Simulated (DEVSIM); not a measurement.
Structure: Pd/Al2O3/p-Si capacitor, at 300 K.

Layer 1 from the left is Al2O3, thickness (nm) 10.0. Layer 2 from the left is Si, thickness (nm) 910, Na (cm⁻³) 4e17.

Metal gate on the left, work function 5.2 eV. Fixed charge at the semiconductor interface -2.4e10 cm⁻² (in units of +e); no interface traps.

Constants are typed, rounded textbook-type inputs, not results; the design itself was drawn at random and stands for no fabricated device. Values at 300 K.

Al2O3: gap (eV) 6.8, affinity (eV) 1.35, permittivity 9. Si: gap (eV) 1.124, affinity (eV) 4.05, permittivity 11.7, Nc (cm⁻³) 2.86e19, Nv (cm⁻³) 3.1e19.

**Question.** Estimate by hand the flat-band voltage, the threshold voltage, and compare with a numerical solution.

**Answer.** 
- Flat-band voltage: C = 0.797 μF/cm², work-function difference 0.138 V; VFB = φms − qNf/C = 0.14 V; numerical 0.14 V.
- Threshold voltage: φF = 0.451 V, depletion charge √(4εqNφF) = 3.46e-7 C/cm²; VT = VFB + 2φF + Qd/C = 1.48 V; numerical 1.48 V.

Model (solved in DEVSIM): 1D Poisson equation in equilibrium, Boltzmann statistics, complete ionisation; no quantum confinement or tunnelling. Metal contacts follow the ideal Schottky-Mott rule: no Fermi-level pinning, no interface dipoles.
